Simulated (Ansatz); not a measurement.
# Response to strain in hypothetical I4/mmm La2WN4

Consider La$_{2}$WN$_{4}$ (space group I4/mmm, No. 139; a = 3.960 Å, c = 12.617 Å; a hypothetical phase, not in the database extracts checked). Axes: x, y, z lie along a, b, c of the conventional cell.

Strains are applied to the cell and any free atomic positions relax.

Levels (all Ansatz, an electronic-structure program, PAW): PBEsol (420 eV, no spin-orbit coupling); r2SCAN (500 eV, no spin-orbit coupling).

Pressures by level, all at the geometries relaxed with PBEsol:

| case | PBEsol | r2SCAN |
|---|---|---|
| base | 0.0 GPa | 4.1 GPa |
| uniaxial strain ε_xx = +0.45 % | -0.9 GPa | 3.1 GPa |
| strain tensor (xx, yy, zz, yz, xz, xy) = (+0.06, −0.64, −1.07, +0.07, −0.13, +0.20) % | 3.5 GPa | 7.8 GPa |

Single points use the geometry relaxed with PBEsol. Their cutoffs differ, which shifts pressures a little. Stability against distortions was not tested. All final runs are without spin polarisation.
